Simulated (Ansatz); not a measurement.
Band structure of LiBr (Fm-3m, 2 atoms in the cell).

```xyz
2
Lattice="0.0000 2.7600 2.7600 2.7600 0.0000 2.7600 2.7600 2.7600 0.0000" Properties=species:S:1:pos:R:3 pbc="T T T"
Li     0.0000     0.0000     0.0000
Br     2.7600     2.7600     2.7600
```

Method: PBE (plane waves, PAW; Ansatz, a quantum-chemistry and plane-wave program).

Settings: kpoints.mp_grid.grid = 10 10 10; hamiltonian.xc = pbe; hamiltonian.pseudopotentials = {kind: paw} (the program's default PAW files); scf.occupations.method = fermi_dirac; scf.occupations.width = 0.02 eV; kpoints.band_path.npoints = 8.

The starting cell comes from a database of computed structures (which also holds hypothetical and non-ambient phases and stackings), without a prior relaxation at this level. Its lattice was rescaled by a random factor within 2.5 % of one.

### Question
Predict the gap along the standard path and the places of the band edges.

### Answer
The gap along the path is 4.89 eV, direct at Γ to within 0.01 eV.

Levels in eV from the top of the valence band on the path, bands 2 to 8:
| point | 2 | 3 | 4 | 5 | 6 | 7 | 8 |
|---|---|---|---|---|---|---|---|
| Γ | -13.40 | 0.00 | 0.00 | 0.00 | 4.89 | 10.50 | 10.50 |
| X | -12.76 | -2.83 | -1.12 | -1.12 | 6.22 | 7.13 | 11.53 |
| W | -12.76 | -2.11 | -2.11 | -1.12 | 7.97 | 8.55 | 9.42 |
| K | -12.78 | -2.45 | -1.82 | -0.85 | 6.63 | 8.70 | 10.26 |
| L | -12.94 | -2.84 | -0.26 | -0.26 | 5.62 | 8.10 | 8.10 |
| U | -12.78 | -2.45 | -1.82 | -0.85 | 6.63 | 8.70 | 10.26 |

Keys are those of Ansatz 0.2.
